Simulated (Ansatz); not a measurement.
Consider MgTe in the wurtzite structure (space group P6_3mc, No. 186; a = 4.561 Å, c = 7.413 Å). Axes: x lies along a and z along c of the hexagonal cell.

Level of theory: PBEsol, PAW, 420 eV (Ansatz, a first-principles code; scalar-relativistic without spin-orbit coupling).

Strains are applied to the cell and any free atomic positions relax.

One change was made to it. Results:

| quantity | base | after |
|---|---|---|
| band gap | 2.39 eV | 2.37 eV |
| valence-band top at Γ (three highest levels, from the VBM) | 0.00, -0.02, -0.02 eV | 0.00, -0.04, -0.06 eV |

### Question
Which change produced these results?
A) tensor shear ε_xz = −3.26 %
B) isotropic strain +5.76 %
C) isotropic strain +4.06 %
D) strain tensor (xx, yy, zz, yz, xz, xy) = (−1.81, +1.97, +0.90, +0.72, −1.83, −1.94) %
E) tensor shear ε_xz = +0.70 %

### Answer
E, tensor shear ε_xz = +0.70 %. For comparison, the band gap in the other runs: strain tensor (xx, yy, zz, yz, xz, xy) = (−1.81, +1.97, +0.90, +0.72, −1.83, −1.94) % gives 2.20 eV; isotropic strain +5.76 % gives 1.70 eV; tensor shear ε_xz = −3.26 % gives 2.24 eV; isotropic strain +4.06 % gives 1.89 eV.

Spin-orbit coupling, missing from the scalar runs, can matter with Te. Whether these cells are dynamically stable was not tested.
